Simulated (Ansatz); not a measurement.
# RuSi under a change: Ru → Rh

Take RuSi in the CsCl type structure (space group Pm-3m, No. 221; a = 2.910 Å; a cell from a computed database, its experimental status unchecked) as the base.

Now apply this change: full substitution Ru → Rh, then cell and atoms are relaxed.

The values are results of DFT with PBEsol, PAW potentials and a 420 eV plane-wave cutoff in Ansatz (a first-principles code), no spin-orbit coupling, not measurements. Γ-centred 16×16×16 mesh, Fermi–Dirac width 0.05 eV.

| quantity | base | changed | shift |
|---|---|---|---|
| volume per atom | 12.32 Å³ | 12.80 Å³ | +0.48 Å³ |
| density | 8.70 g/cm³ | 8.50 g/cm³ | -0.207 g/cm³ |
| lattice parameter a | 2.910 Å | 2.947 Å | +0.037 Å |
| space group | Pm-3m (No. 221) | Pm-3m (No. 221) | – |
| shortest interatomic distance | 2.520 Å | 2.552 Å | +0.032 Å |
| band gap | zero | zero | – |

Final structure:

```
CELL_PARAMETERS angstrom
      2.94724     0.00000     0.00000
      0.00000     2.94724     0.00000
      0.00000     0.00000     2.94724
ATOMIC_POSITIONS crystal
  Si 0.50000 0.50000 0.50000
  Rh 0.00000 0.00000 0.00000
```

Whether these cells are dynamically stable was not tested. For RhSi in this form, whether it has been made was not checked. The final runs are not spin-polarised. An odd electron count without spin: RhSi. RhSi has a high density of states at the Fermi level and may be magnetic at this level.
